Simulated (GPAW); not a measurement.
A self-consistent single point of TiNb (Cmmm, 2 atoms in the cell) with GPAW.

Level of theory: LDA (Perdew-Wang 92), GPAW PAW datasets LDA (gpaw-data 1.0.1) (plane waves; GPAW).

```xyz
2
Lattice="1.6410 -2.3180 0.0000 1.6410 2.3180 0.0000 0.0000 0.0000 4.6460" Properties=species:S:1:pos:R:3 pbc="T T T"
Ti     1.6410     0.0000     2.3230
Nb     0.0000     0.0000     0.0000
```

Reference input (self-consistent single point, DFT PBEsol, plane waves, GPAW PAW datasets PBEsol (made by gpaw-setup)): mode = pw; ecut = 850 eV; xc = PBEsol; kpts = 12 12 7; mesh shift (steps) = 0 0 0; occupations.name = methfessel-paxton; occupations.width = 0.272 eV; occupations.order = 0; nbands = -10; symmetry.symmorphic = false; symmetry.tolerance = 0.0005; maxiter = 100. This run's input differs from it in these lines:

```diff
@@ -13,3 +13,3 @@
 calc = GPAW(mode=PW(850),
-            xc='PBEsol',
+            xc='LDA',
             kpts={'size': (12, 12, 7), 'gamma': True},
```

Its files differ too (potentials: GPAW PAW datasets LDA (gpaw-data 1.0.1)).

Log, with long lists cut:

```
     iter     time        total  log10-change:
                         energy   eigst   dens
iter:   1 --:--:--   -20.148107
iter:   2 --:--:--   -19.616010   -1.22  -1.16
iter:   3 --:--:--   -19.336311   -2.12  -1.27
iter:   4 --:--:--   -18.835367   -1.03  -1.33
iter:   5 --:--:--   -18.897044   -1.55  -1.77
iter:   6 --:--:--   -18.856135   -3.33  -1.91
iter:   7 --:--:--   -18.822856   -1.93  -2.07
iter:   8 --:--:--   -18.824629   -3.02  -2.52
iter:   9 --:--:--   -18.819045c  -3.68  -2.46
iter:  10 --:--:--   -18.817710c  -3.49  -2.78
iter:  11 --:--:--   -18.817709c  -5.02  -3.55
iter:  12 --:--:--   -18.817703c  -6.68  -3.54
iter:  13 --:--:--   -18.817689c  -6.17  -3.56
iter:  14 --:--:--   -18.817681c  -6.89  -3.81
iter:  15 --:--:--   -18.817677c  -7.82c -3.88
iter:  16 --:--:--   -18.817664c  -6.12  -3.84
iter:  17 --:--:--   -18.817656c  -7.06  -4.19c
iter:  18 --:--:--   -18.817656c  -8.59c -4.25c
Converged after 18 iterations.

Dipole moment: (-0.000000, 0.000000, -0.000000) |e|*Ang

Energy contributions relative to reference atoms: (reference = -126969.479118)

Kinetic:         +0.044918
Potential:       -4.520923
External:        +0.000000
XC:             -14.245001
Entropy (-ST):   -0.128797
Local:           -0.032252
SIC:             +0.000000
--------------------------
Free energy:    -18.882055
Extrapolated:   -18.817656

Showing only first 2 kpts
 Kpt  Band  Eigenvalues  Occupancy
  0    10      8.38614    2.00000
  0    11     10.27657    0.00026
  0    12     10.28189    0.00023
  0    13     10.30043    0.00016

  1    10      8.44375    2.00000
  1    11     10.21176    0.00092
  1    12     10.23865    0.00055
  1    13     10.44134    0.00001

Fermi level: 9.57428

No gap
No difference between direct/indirect transitions
Energy (eV): -18.817656

Forces in eV/Ang:
  0 Ti    0.00000    0.00000    0.00000
  1 Nb   -0.00000    0.00000    0.00000

Stress tensor:
     0.061820     0.000000     0.000000
     0.000000     0.061423     0.000000
     0.000000     0.000000     0.061044
Stress (GPa, Voigt): [9.9047 9.8411 9.7803 0.     0.     0.    ]
```

The run converged in 18 iterations. GPAW prints stress with tension positive. Against the reference run the pressure goes from -5.70 to -9.84 GPa.

The starting cell comes from a database of computed structures (which also holds hypothetical and non-ambient phases and stackings), without a prior relaxation at this level. Spin polarisation is off. With a pressure of about -10 GPa the cell is away from its equilibrium volume at this level.

Cost on one core of a shared machine: roughly 70 s.
